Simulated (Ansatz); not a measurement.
**Question.** Name crystals whose logarithmic mean phonon energy lies between 15.7 and 24 meV and whose electron-phonon coupling λ lies between 0.53 and 0.82, by PBEsol, DFPT electron-phonon coupling, linearised Boltzmann equation (Ansatz, an electronic-structure program).

**Answer.** Many crystals can fit; among those computed here:
- TaC (Fm-3m): 23 meV, 0.76

Metals; harmonic phonons. Halving the electron mesh moves these values by up to 5 %; q meshes are mostly untested. Spin-orbit coupling is left out.
